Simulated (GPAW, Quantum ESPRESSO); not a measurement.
A GPAW input for a self-consistent single point of a sheet of TiTe₂ (3 atoms in the cell) (DFT PBE, plane waves, GPAW PAW datasets PBE (gpaw-data 1.0.1)):

```python
from ase import Atoms
from ase.units import GPa
from gpaw import GPAW, PW

atoms = Atoms(['Ti', 'Te', 'Te'],
              cell=[[3.877017, 0.000000, 0.000000],
                    [-1.938509, 3.357595, 0.000000],
                    [0.000000, 0.000000, 17.170630]],
              scaled_positions=[[0.000000, 0.000000, 0.500000],
                                [0.333333, 0.666667, 0.592327],
                                [0.666667, 0.333333, 0.407673]],
              pbc=True)

calc = GPAW(mode=PW(850),
            xc='PBE',
            kpts=(5, 5, 1),
            occupations={'name': 'methfessel-paxton', 'width': 0.1, 'order': 0},
            nbands=-9,
            symmetry={'symmorphic': False, 'tolerance': 0.0005},
            maxiter=150)

atoms.calc = calc

energy = atoms.get_potential_energy()
print('Energy (eV):', round(energy, 6))
forces = atoms.get_forces()
print('Forces (eV/Ang):')
print(forces.round(5))
stress = atoms.get_stress()
print('Stress (GPa, Voigt):', (stress / GPa).round(4))
```

**Question.** Translate this input to Quantum ESPRESSO.

**Answer.** One input that does it (others would too):

```fortran
&CONTROL
   calculation = 'scf'
   prefix = 'run'
   outdir = './out'
   pseudo_dir = './'
   tprnfor = .true.
   tstress = .true.
/
&SYSTEM
   ibrav = 0
   nat = 3
   ntyp = 2
   ecutwfc = 85
   occupations = 'smearing'
   smearing = 'gauss'
   degauss = 0.0073499
/
&ELECTRONS
   conv_thr = 1.0e-11
   mixing_beta = 0.3
/
ATOMIC_SPECIES
Ti    47.8670  Ti.upf
Te   127.6000  Te.upf
ATOMIC_POSITIONS {crystal}
Ti    0.00000000    0.00000000    0.50000000
Te    0.33333333    0.66666667    0.59232700
Te    0.66666667    0.33333333    0.40767300
K_POINTS {automatic}
5 5 1  0 0 0
CELL_PARAMETERS {angstrom}
   3.87701688     0.00000000     0.00000000
  -1.93850844     3.35759511     0.00000000
   0.00000000     0.00000000    17.17063000
```

Basis settings and potentials, where a program has them, do not carry over. This input uses DFT, PBE, plane waves, PseudoDojo standard norm-conserving (PBE) pseudopotentials.

The starting cell was generated: these elements placed on a structure prototype, without a prior relaxation; it need not be a known phase or ordering of this composition. Its lattice was rescaled in the plane by a random factor within 2.5 % of one.
